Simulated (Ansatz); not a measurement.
Worked example: relaxation of the atoms of Si (R3, 8 atoms in the cell) in Ansatz (an electronic-structure program).

Computed with LDA (PW92), default PAW files made with PBE (plane waves; Ansatz).

The change in words: one atom moved by 0.15 angstrom; relax: default → atoms; relax.f_tol: default → 0.02 eV/Å. Reference geometry:
```xyz
8
Lattice="4.7274 2.7294 1.8897 -4.7274 2.7294 1.8897 0.0000 -5.4587 1.8897" Properties=species:S:1:pos:R:3 pbc="T T T"
Si    -3.2988    -0.8338     2.3635
Si     3.2988     0.8338     3.3054
Si     2.3715    -2.4399     2.3635
Si    -2.3715     2.4399     3.3054
Si     0.9273     3.2738     2.3635
Si    -0.9273    -3.2738     3.3054
Si     0.0000     0.0000     4.0411
Si     0.0000     0.0000     1.6278
```

Reference input (self-consistent single point, DFT, LDA (PW92), plane waves, default PAW files made with PBE): basis.ecutwfc = 420 eV; kpoints.mp_grid.grid = 7 7 7; hamiltonian.xc = lda; hamiltonian.pseudopotentials = {kind: paw} (the program's default PAW files); scf.occupations.method = gaussian; scf.occupations.width = 0.1 eV. This run's input differs from it in these lines:

```diff
@@ -13,3 +13,3 @@
     - { symbol: Si, position: [0.285090, 0.481240, 0.982900] }
-    - { symbol: Si, position: [0.712850, 0.712850, 0.712850] }
+    - { symbol: Si, position: [0.739310, 0.739310, 0.739310] }
     - { symbol: Si, position: [0.287150, 0.287150, 0.287150] }
@@ -28,2 +28,4 @@
     width: 0.1 eV
+relax:
+  f_tol: 0.02
 output:
```

Output, abridged:

```
   [... SCF lines of the steps left out ...]
relax step   1: F+E_penalty+E_count = -4868.09408999 eV  Δ(F+E_penalty+E_count) = +0.000e0 eV  max|allowed force component| = 6.795e-1 eV/Å  Δτ_max = 0.0000 Å  (6 SCF iters, dr2 threshold 1.00e-5 eV, accepted)
relax step   2: F+E_penalty+E_count = -4868.14275866 eV  Δ(F+E_penalty+E_count) = -4.867e-2 eV  max|allowed force component| = 3.203e-1 eV/Å  Δτ_max = 0.0800 Å  (4 SCF iters, dr2 threshold 2.89e-5 eV, accepted)
relax step   3: F+E_penalty+E_count = -4868.15121277 eV  Δ(F+E_penalty+E_count) = -8.454e-3 eV  max|allowed force component| = 1.652e-1 eV/Å  Δτ_max = 0.0674 Å  (4 SCF iters, dr2 threshold 6.41e-6 eV, accepted)
relax step   4: F+E_penalty+E_count = -4868.15350058 eV  Δ(F+E_penalty+E_count) = -2.288e-3 eV  max|allowed force component| = 6.805e-3 eV/Å  Δτ_max = 0.0171 Å  (3 SCF iters, dr2 threshold 6.06e-6 eV, accepted)
relax step   5: F+E_penalty+E_count = -4868.15350060 eV  Δ(F+E_penalty+E_count) = -1.991e-8 eV  max|allowed force component| = 6.814e-3 eV/Å  Δτ_max = 0.0000 Å  (3 SCF iters, accepted)
the relaxation is at rest under the 3 symmetry operations that the run kept from its start: a minimum is not shown …
Stability not checked: this state was not tested for a lower state beside it, because too few of the mixer's solves of this state at the end of the SCF gave a …
Free energy (F): -4868.153501 eV
Internal energy: -4868.151011 eV  (E = F + TS)
E sigma→0 (E₀):  -4868.152256 eV
Entropy (-TS):   -0.002490 eV (-0.311 meV/atom)
Fermi energy:    7.318286 eV
--- Forces (eV/Å), atoms counted from 1 ---
  atom   1  Si     0.00339896     0.00590609     0.00237539
   [... lines left out ...]
    - { symbol: Si, position: [0.7186335239596975, 0.5223413948388638, 0.020673575770828956] }
    - { symbol: Si, position: [0.2877266216090262, 0.4842596596374354, 0.9859277638586059] }
    - { symbol: Si, position: [0.7163197013616583, 0.7163197013616583, 0.7163197013616583] }
    - { symbol: Si, position: [0.29057775896388416, 0.29057775896388416, 0.29057775896388416] }
```

The run converged.  The full log also holds: “iter 4 did not close the SCF: its close was put off for the readings that it lacked (scf_convergence_deferred on its scf_iter line)”. The full log also holds: “iter 5 did not close the SCF: its close was put off for the readings that it lacked (scf_convergence_deferred on its scf_iter line)”.

Summary of the result:
* **Free energy E − TS (on the zero of these files)**: -4868.1535 eV
* **Pressure**: -3.65 GPa
* **Largest force (vector length)**: 0.007 eV/Å
* **Relaxation steps**: 5

The starting cell comes from a database of computed structures (which also holds hypothetical and non-ambient phases and stackings), without a prior relaxation at this level. Its lattice was rescaled by up to half a per cent. For this run, on top of that: one atom moved by 0.15 angstrom. The relaxation keeps the symmetry of its start, so its end need not be a minimum. Ansatz's pressure includes its estimate of the finite-basis (Pulay) stress.

Cost on one core of a shared machine: roughly 80 s.

Keys are those of Ansatz 0.2.
